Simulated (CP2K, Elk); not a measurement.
An Elk input for a self-consistent single point of BaF2 (Fm-3m, 3 atoms in the cell) (DFT, PBE, all-electron FP-LAPW, Elk's shipped species files, APW+lo basis with extra local orbitals):

```
tasks
  0

xctype
  20

tforce
  .true.

rgkmax
  8.0

gmaxvr
  18.0

lmaxapw
  10

lmaxo
  8

nxlo
  2

lorbcnd
  .true.

lradstp
  2

nrmtscf
  2.0

lmaxi
  4

stype
  0

swidth
  0.0001

maxscl
  100

scale
  8.266813744

avec
    0.0000000000    0.7071067812    0.7071067812
    0.7071067812    0.0000000000    0.7071067812
    0.7071067812    0.7071067812    0.0000000000

atoms
  2
  'Ba.in'
  1
  0.0000000000  0.0000000000  0.0000000000    0.0 0.0 0.0
  'F.in'
  2
  0.2500000000  0.2500000000  0.2500000000    0.0 0.0 0.0
  0.7500000000  0.7500000000  0.7500000000    0.0 0.0 0.0

ngridk
  5 5 5
```

### Question
Translate this input to CP2K.

### Answer
This is the input that was run; spellings and numerical settings could be chosen otherwise.

```
&GLOBAL
  PROJECT scf
  RUN_TYPE ENERGY_FORCE
  PRINT_LEVEL LOW
&END GLOBAL
&FORCE_EVAL
  METHOD Quickstep
  STRESS_TENSOR ANALYTICAL
  &DFT
    BASIS_SET_FILE_NAME BASIS_MOLOPT
    POTENTIAL_FILE_NAME GTH_POTENTIALS
    &QS
      METHOD GPW
      EPS_DEFAULT 1E-11
    &END QS
    &MGRID
      CUTOFF 550
      REL_CUTOFF 50
      NGRIDS 5
    &END MGRID
    &SCF
      SCF_GUESS ATOMIC
      EPS_SCF 1E-6
      MAX_SCF 100
      ADDED_MOS 5
      &DIAGONALIZATION
        ALGORITHM STANDARD
      &END DIAGONALIZATION
      &MIXING
        METHOD BROYDEN_MIXING
        ALPHA 0.2
        NBUFFER 10
        BETA 1.5
      &END MIXING
    &END SCF
    &KPOINTS
      SCHEME MONKHORST-PACK 5 5 5
    &END KPOINTS
    &XC
      &XC_FUNCTIONAL PBE
      &END XC_FUNCTIONAL
    &END XC
    &PRINT
      &MO
        EIGENVALUES T
        OCCUPATION_NUMBERS T
        NDIGITS 8
        FILENAME mo
        &EACH
          QS_SCF 0
        &END EACH
        ADD_LAST NUMERIC
      &END MO
      &MULLIKEN OFF
      &END MULLIKEN
    &END PRINT
  &END DFT
  &SUBSYS
    &CELL
      A 4.37460900 0.00000000 0.00000000
      B 2.18730500 3.78852300 0.00000000
      C 2.18730500 1.26284100 3.57185400
      PERIODIC XYZ
    &END CELL
    &COORD
      Ba       0.00000000     0.00000000     0.00000000
      F        2.18730475     1.26284100     0.89296350
      F        6.56191425     3.78852300     2.67889050
    &END COORD
    &KIND Ba
      BASIS_SET DZVP-MOLOPT-SR-GTH
      POTENTIAL GTH-PBE-q10
    &END KIND
    &KIND F
      BASIS_SET DZVP-MOLOPT-SR-GTH
      POTENTIAL GTH-PBE-q7
    &END KIND
  &END SUBSYS
  &PRINT
    &FORCES ON
    &END FORCES
    &STRESS_TENSOR ON
    &END STRESS_TENSOR
  &END PRINT
&END FORCE_EVAL
```

Basis, cutoffs, solver keys and any potentials are the target program's own. This input uses DFT PBE, GPW, DZVP-MOLOPT-SR-GTH basis, GTH-PBE potentials (GTH_POTENTIALS). Both were run: gap on the mesh 6.880 eV in Elk and 6.985 in CP2K.

On Elk: the starting cell comes from a database of computed structures (which also holds hypothetical and non-ambient phases and stackings), without a prior relaxation at this level. Its lattice was rescaled by a random factor within 2.5 % of one. For this run, on top of that: lattice scaled by 0.98. Values depend on the basis (sphere radii, cutoffs, local orbitals), which need not be converged.

On CP2K: the starting cell comes from a database of computed structures (which also holds hypothetical and non-ambient phases and stackings), without a prior relaxation at this level. Its lattice was rescaled by a random factor within 2.5 % of one. For this run, on top of that: lattice scaled by 0.98. Values carry the incompleteness of an atom-centred basis. With a pressure of about 4 GPa the cell is away from its equilibrium volume at this level.
